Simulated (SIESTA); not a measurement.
Worked example: self-consistent single point of SnAu (P1, 4 atoms in the cell) in SIESTA.

Method of the run: SIESTA with LDA PW92, numerical atomic orbitals DZP, PseudoDojo LDA standard norm-conserving potentials (rewritten from UPF to PSML).

The change in words: atoms moved at random. Reference geometry:
```
CELL_PARAMETERS angstrom
      4.35623     0.00000     0.00000
     -2.17812     3.77261     0.00000
      0.00000     0.00000     5.58785
ATOMIC_POSITIONS crystal
  Sn 0.66667 0.33333 0.75000
  Sn 0.33333 0.66667 0.25000
  Au 0.00000 0.00000 0.50000
  Au 0.00000 0.00000 0.00000
```

Reference input (self-consistent single point, DFT, LDA PW92, numerical atomic orbitals DZP, PseudoDojo LDA standard norm-conserving potentials (rewritten from UPF to PSML)): XC.functional = LDA; XC.authors = PW92; potentials = PseudoDojo LDA standard; PAO.BasisSize = DZP; PAO.EnergyShift = 0.01 Ry; MeshCutoff = 400 Ry; kgrid.MonkhorstPack = 9 9 6; OccupationFunction = FD; ElectronicTemperature = 100 meV; MaxSCFIterations = 150; SCF.Mixer.Method = Pulay; SCF.Mixer.Weight = 0.25. This run's input differs from it in these lines:

```diff
@@ -18,6 +18,6 @@
 %block AtomicCoordinatesAndAtomicSpecies
-     0.666667000    0.333333000    0.750000000  1
-     0.333333000    0.666667000    0.250000000  1
-     0.000000000    0.000000000    0.500000000  2
-     0.000000000    0.000000000    0.000000000  2
+     0.664987000    0.337007000    0.752953000  1
+     0.331992000    0.672207000    0.249854000  1
+     0.011655000   -0.016053000    0.491375000  2
+    -0.008634000    0.006839000    0.005818000  2
 %endblock AtomicCoordinatesAndAtomicSpecies
```

The program printed (abridged):

```
        iscf     Eharris(eV)        E_KS(eV)     FreeEng(eV)     dDmax    Ef(eV) dHmax(eV)
   scf:    1   -12189.120014   -12268.234932   -12268.295655  0.768070 -1.034203 26.490646
   scf:    2   -12311.830247   -12302.934033   -12302.974787  0.715808 -2.549060  3.172578
   scf:    3   -12303.299332   -12303.124795   -12303.167197  0.057431 -2.640579  1.914462
   scf:    4   -12303.322472   -12303.242608   -12303.287045  0.088899 -2.801100  0.101898
   scf:    5   -12303.242923   -12303.242843   -12303.287328  0.004103 -2.809999  0.014349
   scf:    6   -12303.242939   -12303.242893   -12303.287363  0.000597 -2.811424  0.008571
   scf:    7   -12303.242971   -12303.242935   -12303.287383  0.000960 -2.814164  0.001330
   scf:    8   -12303.242934   -12303.242935   -12303.287383  0.000094 -2.814910  0.001249
   scf:    9   -12303.242937   -12303.242936   -12303.287383  0.000094 -2.814819  0.000698
SCF Convergence by DM+H criterion
max |DM_out - DM_in|         :     0.0000938857
max |H_out - H_in|      (eV) :     0.0006982301
SCF cycle converged after 9 iterations

Using DM_out to compute the final energy and forces

siesta: E_KS(eV) =           -12303.2429

siesta: E_KS - E_eggbox =    -12303.2429

siesta: Atomic forces (eV/Ang):
     1    0.077984   -0.101621   -0.033149
     2    0.243997   -0.220151   -0.059272
     3   -0.282288    0.230581    0.815438
     4   -0.039156    0.089891   -0.708584
   Tot    0.000538   -0.001300    0.014433
   Max    0.815438
   Res    0.346232    sqrt( Sum f_i^2 / 3N )
   Max    0.815438    constrained

Stress tensor Voigt[x,y,z,yz,xz,xy] (kbar):       45.00       49.86       43.48       -0.28        1.64        3.03
(Free)E + p*V (eV/cell)   -12305.9307
   [... lines left out ...]
siesta: FreeEng =    -12303.287383
siesta: Cell volume =         91.832711 Ang**3
siesta:         -46.11762874        -54.30248782  kBar
   [... lines left out ...]
              0.264   1.700   1.733   1.651   1.733   1.700   0.152   0.129

              0.176   0.128   0.152

mulliken: Qtot =       66.000

Mulliken Atomic Populations:
Atom #   charge [q] valence [e]  Species
     1    -0.530565   14.530565  Sn
     2    -0.595621   14.595621  Sn
     3     0.563439   18.436561  Au
     4     0.562748   18.437252  Au
 Total    -0.000000
```

The run converged in 9 iterations. Against the reference run the free energy goes up by 13.0 meV/atom, the pressure goes from -5.13 to -4.61 GPa and the largest force goes from 0.000 to 0.893 eV/Å.

The starting cell comes from a database of computed structures (which also holds hypothetical and non-ambient phases and stackings), without a prior relaxation at this level. Its lattice was rescaled by a random factor within 2.5 % of one. For this run, on top of that: atoms moved at random. Values carry the incompleteness of an atom-centred basis. With a pressure of about -5 GPa the cell is away from its equilibrium volume at this level.

Cost on one core of a shared machine: roughly 40 s.
